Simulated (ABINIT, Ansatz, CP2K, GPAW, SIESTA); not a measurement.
## Code comparison for BN (F-43m, 2 atoms in the cell)

Band-structure calculation.

```
CELL_PARAMETERS angstrom
      0.00000     1.79251     1.79251
      1.79251     0.00000     1.79251
      1.79251     1.79251     0.00000
ATOMIC_POSITIONS crystal
  B  0.00000 0.00000 0.00000
  N  0.75000 0.75000 0.75000
```

Shared settings, as Ansatz (a program for electronic structure) writes them: kpoints.mp_grid.grid = 13 13 13; scf.occupations.method = fixed. Potentials and cutoffs stand in the table.

| code | model | gap along the path (eV) | smallest direct gap (eV) | cutoff |
|---|---|---|---|---|
| CP2K | PBE, GPW, DZVP-MOLOPT-PBE-GTH basis, GTH-PBE potentials (POTENTIAL_UZH) | 4.59 | 8.90 | grid 400 Ry |
| Ansatz | PBE, PAW files | 4.49 | 8.94 | 420 eV |
| ABINIT | PBE, norm-conserving pseudopotentials (PseudoDojo nc-sr-05 PBE standard) | 4.57 | 9.00 | 42 Ha |
| SIESTA | GGA PBE, numerical atomic orbitals DZP, PseudoDojo PBE standard norm-conserving potentials (rewritten from UPF to PSML) | 4.59 | 9.00 | grid 400 Ry |
| GPAW | PBE, GPAW PAW datasets PBE (gpaw-data 1.0.1) | 4.50 | 8.95 | 900 eV |

The spread over the programs that give each value: gap along the path within 0.10 eV; smallest direct gap within 0.10 eV.

CP2K and SIESTA use small atom-centred bases, whose incompleteness enters pressures, forces and empty levels differently from a plane-wave cutoff.

The starting cell comes from a database of computed structures (which also holds hypothetical and non-ambient phases and stackings), without a prior relaxation at this level. Its lattice was rescaled by a random factor within 2.5 % of one.

Left out of this page: Quantum ESPRESSO, Elk and FLEUR (not drawn, or without a comparable value).

Keys are those of Ansatz 0.2.
